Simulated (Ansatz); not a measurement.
## Fermi-surface data of AuIn2 (Fm-3m)

Input:

```xyz
3
Lattice="0.0000 3.2694 3.2694 3.2694 0.0000 3.2694 3.2694 3.2694 0.0000" Properties=species:S:1:pos:R:3 pbc="T T T"
In     4.9041     4.9041     4.9041
In     1.6347     1.6347     1.6347
Au     0.0000     0.0000     0.0000
```

Calculation: PBEsol with spin-orbit coupling, rigid bands (plane waves, PAW; Ansatz, a quantum-chemistry and plane-wave program). Condition of this run: spin-orbit coupling switched on. Cell: cell and atoms relaxed with PBEsol.

density of states at the Fermi level: 1.06 states/(eV·cell), both spins
bare Sommerfeld coefficient: 0.83 mJ/(mol of atoms·K²)
Drude plasma energy: 7.1 eV
root-mean-square Fermi velocity: 1.1e6 m/s
resistivity times τ: 9.8 ×10⁻²² Ω·m·s

A metal at this level (no band gap); rigid bands, thermally averaged at 300 K, both spins. τ is one relaxation time for all states.

Formula and space group known from diffraction (Crystallography Open Database), not checked to be the room-temperature form: AuIn2 (Fm-3m).
